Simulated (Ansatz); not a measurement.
## BaTiO3: isotropic strain −1.20 %

Consider BaTiO₃ in the cubic perovskite structure (space group Pm-3m, No. 221; a = 4.019 Å).

The change: an isotropic linear strain of −1.20 %; the atoms relax in the strained cell.

The values are results of Ansatz (an electronic-structure program) PBE, scalar-relativistic without spin-orbit coupling, not measurements. Settings: 8×8×8 k-points, 0.05 eV Fermi–Dirac smearing.

The volume per atom shrinks by 0.462 Å³ to 12.52 Å³ and the shortest interatomic distance falls by 0.024 Å (2.010 Å → 1.986 Å). The energy rises by 9.0 meV/atom and the band gap rises by 0.08 eV, from 1.78 eV to 1.86 eV. The gap character is still indirect, R → Γ and the smallest direct gap grows by 0.04 eV, from 1.90 eV to 1.94 eV. The mean gap deformation potential ΔEg/Δln V is -2.1 eV and the width of the top valence band is nearly the same (0.95 eV against 0.96 eV).

Cost of the whole job for the changed cell (relaxation, final SCF and bands): around 12 core-seconds (rough).

Whether these cells are dynamically stable was not tested. All final runs are without spin polarisation. Many cubic perovskites are stable only at high temperature; tilts and polar distortions were not tested. This is not the structure that BaTiO3 has at room temperature and ambient pressure.
